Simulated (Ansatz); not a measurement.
**BP, response to strain**

Consider BP in the zinc blende structure (space group F-43m, No. 216).

```
CELL_PARAMETERS angstrom
      0.00000     2.24526     2.24526
      2.24526     0.00000     2.24526
      2.24526     2.24526     0.00000
ATOMIC_POSITIONS crystal
  B  0.00000 0.00000 0.00000
  P  0.25000 0.25000 0.25000
```

Cartesian axes are those of the cell as printed.

Strains are applied to the cell and any free atomic positions relax.

All numbers come from LDA (Ansatz, a first-principles code), no spin-orbit coupling.

Notes on the quantities. energy relative to the base: free energy F.

| variant | shortest interatomic distance | gap character | energy relative to the base | band gap |
|---|---|---|---|---|
| base | 194.4 pm | – | 0 meV/atom | 1.14 eV |
| tensor shear ε_xy = +0.57 % | 194.0 pm | indirect, Γ → Γ–X (89 % along) | +0.9 meV/atom | 1.09 eV |
| tensor shear ε_xy = +2.00 % | 192.8 pm | indirect, Γ → X | +11 meV/atom | 0.73 eV |
| tensor shear ε_xy = +1.14 % | 193.5 pm | indirect, Γ → Γ–X (89 % along) | +3.6 meV/atom | 0.97 eV |
| tensor shear ε_xy = +1.71 % | 193.1 pm | indirect, Γ → X | +8.0 meV/atom | 0.82 eV |
| tensor shear ε_xy = +1.43 % | 193.3 pm | indirect, Γ → X | +5.6 meV/atom | 0.90 eV |
| tensor shear ε_xy = +0.29 % | 194.2 pm | indirect, Γ → Γ–T (83 % along) | +0.2 meV/atom | 1.12 eV |
| tensor shear ε_xy = +0.86 % | 193.7 pm | indirect, Γ → Γ–X (89 % along) | +2.0 meV/atom | 1.03 eV |

Whether these cells are dynamically stable was not tested. Labels are those of the standard path for the cell's own space group.
